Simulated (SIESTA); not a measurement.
**How a calculation on TcSe2 (Pnma, 12 atoms in the cell) responds to its settings**

```
CELL_PARAMETERS angstrom
      7.09476     0.00000     0.00000
      0.00000     4.22144     0.00000
      0.00000     0.00000     8.42128
ATOMIC_POSITIONS crystal
  Tc 0.73770 0.25000 0.59590
  Tc 0.23770 0.25000 0.90410
  Tc 0.26230 0.75000 0.40410
  Tc 0.76230 0.75000 0.09590
  Se 0.62500 0.25000 0.92170
  Se 0.12500 0.25000 0.57830
  Se 0.37500 0.75000 0.07830
  Se 0.87500 0.75000 0.42170
  Se 0.52020 0.25000 0.33700
  Se 0.02020 0.25000 0.16300
  Se 0.47980 0.75000 0.66300
  Se 0.97980 0.75000 0.83700
```

Base run A: GGA PBE, numerical atomic orbitals DZP, PseudoDojo PBE standard norm-conserving potentials (rewritten from UPF to PSML) in SIESTA, self-consistent single point.

Its settings: XC.functional = GGA; XC.authors = PBE; potentials = PseudoDojo PBE standard; PAO.BasisSize = DZP; PAO.EnergyShift = 0.01 Ry; MeshCutoff = 400 Ry; kgrid.MonkhorstPack = 4 6 3; OccupationFunction = FD; ElectronicTemperature = 0.1 eV; MaxSCFIterations = 150; SCF.Mixer.Method = Broyden; SCF.Mixer.Weight = 0.25; SCF.Mixer.History = 8; SCF.DM.Tolerance = 1.0E-04.

The starting cell was generated: these elements placed on a structure prototype, without a prior relaxation; it need not be a known phase or ordering of this composition. Its lattice was rescaled by a random factor within 2.5 % of one. Spin polarisation is off. Values carry the incompleteness of an atom-centred basis. In the base run, with a pressure of about -12 GPa the cell is away from its equilibrium volume at this level. In the base run, forces exceed 1 eV/Å.

ΔF is the free energy per atom less that of run A. 

Runs:
- B: OccupationFunction: FD → MP; ElectronicTemperature: 0.1 eV → 0.05 eV; OccupationMPOrder: default → 0
- C: OccupationFunction: FD → MP; OccupationMPOrder: default → 0
- D: ElectronicTemperature: 0.1 eV → 0.2 eV
- E: ElectronicTemperature: 0.1 eV → 0.3 eV
- F: OccupationFunction: FD → MP; ElectronicTemperature: 0.1 eV → 0.05 eV; OccupationMPOrder: default → 1
- G: OccupationFunction: FD → MP; ElectronicTemperature: 0.1 eV → 0.2 eV; OccupationMPOrder: default → 1

```csv
run,ΔF (meV/atom),pressure (GPa),largest force (eV/Å),TS (meV/atom)
A,0.00,-11.60,1.201,39.9
B,19.1,-11.84,1.223,1.7
C,16.8,-11.81,1.223,5.8
D,-57.5,-11.00,1.148,146.8
E,-144.9,-10.18,1.092,303.2
F,20.0,-11.85,1.223,0.2
G,20.2,-11.85,1.230,-1.2
```

Run C against A: The free energy rises by 16.8 meV/atom, the pressure goes from -11.60 to -11.81 GPa and the largest force goes from 1.201 to 1.223 eV/Å.

Run E against A: The free energy goes down by 145 meV/atom, the pressure goes from -11.60 to -10.18 GPa and the largest force goes from 1.201 to 1.092 eV/Å.

Run G against A: The free energy goes up by 20.2 meV/atom, the pressure goes from -11.60 to -11.85 GPa and the largest force goes from 1.201 to 1.230 eV/Å.
